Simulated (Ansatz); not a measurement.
Take GaSe in the beta-GaS type structure (space group P6_3/mmc, No. 194; layered, stacked along the Cartesian z axis) as the base.

```xyz
8
Lattice="3.7694 0.0000 0.0000 -1.8847 3.2644 0.0000 0.0000 0.0000 15.9642" Properties=species:S:1:pos:R:3 pbc="T T T"
Ga     0.0000     2.1763     2.7693
Ga     1.8847     1.0881    10.7513
Ga     1.8847     1.0881    13.1949
Ga     0.0000     2.1763     5.2128
Se     0.0000     2.1763     9.5730
Se     1.8847     1.0881     1.5909
Se     1.8847     1.0881     6.3912
Se     0.0000     2.1763    14.3733
```

Cartesian axes are those of the cell as printed.

Calculations: PBE-D3(BJ) in Ansatz (plane waves to 420 eV, PAW, no SOC), earlier PAW set.

Before the change:

Pressure: 0.00 GPa
Band gap: 0.87 eV

Modification: biaxial strain +0.48 %, plane normal [001], relaxed out of plane (Cartesian); in-plane vectors clamped, the third vector and the atoms free.

Estimate the effect on the pressure.

The pressure (mean of the normal stresses, compression positive) goes from zero to -0.35 GPa.

How does this affect the band gap?

The band gap drops by 0.11 eV, from 0.87 eV to 0.76 eV.

What happens to the out-of-plane strain?

The out-of-plane strain comes out as -0.26 %.

No phonon test of stability was made.

Ansatz is an electronic-structure program.
